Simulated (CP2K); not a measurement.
CP2K run on Tl₃Ga (Fm-3m, 4 atoms in the cell): self-consistent single point.

Computed with LDA (Pade form), GPW, DZVP-MOLOPT-SR-GTH basis, GTH-PADE potentials (GTH_POTENTIALS) (CP2K 2026.2).

```
CELL_PARAMETERS angstrom
      5.48346     0.00000     0.00000
      2.74173     4.74881     0.00000
      2.74173     1.58294     4.47722
ATOMIC_POSITIONS crystal
  Tl 0.25000 0.25000 0.25000
  Tl 0.75000 0.75000 0.75000
  Tl 0.50000 0.50000 0.50000
  Ga 0.00000 0.00000 0.00000
```

Reference input (self-consistent single point, DFT PBEsol, GPW, DZVP-MOLOPT-SR-GTH basis, GTH-PBE potentials (GTH_POTENTIALS)): CUTOFF = 600 Ry; REL_CUTOFF = 50 Ry; SMEAR/METHOD = FERMI_DIRAC; ELECTRONIC_TEMPERATURE = 1578.21 K; KPOINTS/SCHEME = MONKHORST-PACK 5 5 5; XC_FUNCTIONAL = PBE:PBESOL; Tl/BASIS_SET = DZVP-MOLOPT-SR-GTH-q13; Tl/POTENTIAL = GTH-PBE-q13; Ga/BASIS_SET = DZVP-MOLOPT-SR-GTH-q13; Ga/POTENTIAL = GTH-PBE-q13; METHOD = GPW; EPS_DEFAULT = 1e-11. This run's input differs from it in these lines:

```diff
@@ -42,6 +42,3 @@
     &XC
-      &XC_FUNCTIONAL
-        &PBE
-          PARAMETRIZATION PBESOL
-        &END PBE
+      &XC_FUNCTIONAL PADE
       &END XC_FUNCTIONAL
@@ -78,3 +75,3 @@
       BASIS_SET DZVP-MOLOPT-SR-GTH-q13
-      POTENTIAL GTH-PBE-q13
+      POTENTIAL GTH-PADE-q13
     &END KIND
@@ -82,3 +79,3 @@
       BASIS_SET DZVP-MOLOPT-SR-GTH-q13
-      POTENTIAL GTH-PBE-q13
+      POTENTIAL GTH-PADE-q13
     &END KIND
```

Log, with long lists cut:

```
 SCF WAVEFUNCTION OPTIMIZATION

  Step     Update method      Time    Convergence         Total energy    Change
     1 NoMix/Diag. 0.20E+00      -     0.73576764      -224.6304567812 -2.25E+02
     2 Broy./Diag. 0.20E+00      -     0.01511557      -225.5918007300 -9.61E-01
     3 Broy./Diag. 0.20E+00      -     0.03424885      -224.9021427309  6.90E-01
     4 Broy./Diag. 0.20E+00      -     0.00776798      -224.4787063969  4.23E-01
     5 Broy./Diag. 0.20E+00      -     0.00367416      -224.4897570255 -1.11E-02
     6 Broy./Diag. 0.20E+00      -     0.00030257      -224.5017471591 -1.20E-02
     7 Broy./Diag. 0.20E+00      -     0.00012593      -224.5032117772 -1.46E-03
     8 Broy./Diag. 0.20E+00      -     0.00008932      -224.5031130880  9.87E-05
     9 Broy./Diag. 0.20E+00      -     0.00003530      -224.5031384939 -2.54E-05
    10 Broy./Diag. 0.20E+00      -     0.00001044      -224.5031527985 -1.43E-05
    11 Broy./Diag. 0.20E+00      -     0.00000071      -224.5031527611  3.74E-08
  *** SCF run converged in    11 steps ***

  Overlap energy of the core charge distribution:               0.00000000000007
  Self energy of the core charge distribution:               -357.33402603252887
  Core Hamiltonian energy:                                    104.66148689402368
  Hartree energy:                                              57.65421575923649
  Exchange-correlation energy:                                -29.47787123502855
  Electronic entropic energy:                                  -0.00695814704062
  Fermi energy:                                                 0.19836799112010

  Total energy:                                              -224.50315276113807
  Total energy (extrapolated to T->0):                       -224.49967368761776

                     Mulliken Population Analysis

   [... lines left out ...]

 STRESS| Analytical stress tensor [bar]
 STRESS|                        x                   y                   z
 STRESS|      x       -3.48181021832E+04   2.09614571997E+00   1.48221064953E+00
 STRESS|      y        2.09614571997E+00  -3.48205153230E+04   8.57800906868E-01
 STRESS|      z        1.48221064953E+00   8.57800906868E-01  -3.48211316762E+04
 STRESS| 1/3 Trace                                            -3.48199163941E+04
```

The run converged in 11 iterations. Against the reference run the pressure goes from -2.00 to -3.48 GPa.

The starting cell comes from a database of computed structures (which also holds hypothetical and non-ambient phases and stackings), without a prior relaxation at this level. Values carry the incompleteness of an atom-centred basis. With a pressure of about -3 GPa the cell is away from its equilibrium volume at this level.

Cost on one core of a shared machine: roughly 70 s.
